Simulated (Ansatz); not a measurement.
The starting structures come from a database of crystals and need not be the phases stable at ambient conditions.

By PBEsol, the system below comes out a metal.

The ballistic (Sharvin) conductance counts the channels at the Fermi level: G/A = (e²/h) × channels of both spins per area.

Data:

```
Au
1.0
    2.94955     0.00000     0.00000
    0.00000     2.94955     0.00000
    1.47477    -1.47477     2.14821
Au
1
Direct
  0.00000   0.00000   0.00000
```

The cell is strained (lengths along the current scaled by 1.03, ions clamped); by PBEsol it stands under a pressure of -12.4 GPa.

The current flows along the normal of the first two printed cell vectors, the (001) (indices of the unstrained crystal) plane of the conventional cell. No spin-orbit coupling; the value is a mean over 0.1 eV about the Fermi level.

**Question.** Give the ballistic conductance per area that Ansatz (a quantum-chemistry and plane-wave program) with PBEsol yields.

**Answer.** 0.83 × 10¹⁵ S/m² for both spins.
